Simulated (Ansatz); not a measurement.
# Nb (model structure, started from the omega type, P6/mmm, No. 191, 3 atoms in the cell)

Calculation: r²SCAN (PAW; Ansatz, an electronic-structure program).

Run with plane-wave cutoff 560 eV, 12×12×20 k mesh (along the axes of the cell as run), Fermi–Dirac smearing 0.05 eV, no spin polarisation, scalar-relativistic PAW data made under PBE.

Cell (relaxed at this level):

```xyz
3
Lattice="4.8864 0.0000 0.0000 -2.4432 4.2318 0.0000 0.0000 0.0000 2.6637" Properties=species:S:1:pos:R:3 pbc="T T T"
Nb     0.0000     0.0000     0.0000
Nb     0.0000     2.8212     1.3318
Nb     2.4432     1.4106     1.3318
```

```yaml
band_gap: zero (no gap)
bulk modulus B0: 169 GPa
```

Note: the bulk modulus is −V dP/dV from two relaxed cells at ±2 % in volume; the relaxation could raise the start's symmetry but not lower it, so the cell can be a saddle point.

Spin–orbit coupling is not included.

Static lattice: no zero-point or thermal effects.

A model structure was made by putting elements into a prototype or built by hand; it is no filed structure, need not be a known phase, and can be a saddle point held by its symmetry.
